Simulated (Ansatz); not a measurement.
Start from SrZrO$_{3}$ (space group I4/mcm, No. 140; a = 5.7365 Å, c = 8.3236 Å; a cell from a computed database, its experimental status unchecked).

Calculations: PBEsol in Ansatz (plane waves to 420 eV, PAW, scalar-relativistic without spin-orbit coupling).

Before the change:

The c/a ratio comes out as 1.451 and the lattice parameter a is 573.6 pm.

It is then changed as follows: cell and atoms relaxed at a pressure of 10 GPa.

### Question
How does this affect the c/a ratio?

### Answer
The c/a ratio increases by 0.016 to 1.467.

### Question
Predict the new lattice parameter a.

### Answer
The lattice parameter a shrinks by 13.0 pm (573.6 pm → 560.6 pm).

Load acts through the strain it causes; cell and atoms are relaxed under it. Stability against distortions was not tested. Competing high-pressure phases were not computed.

Ansatz is an electronic-structure program.
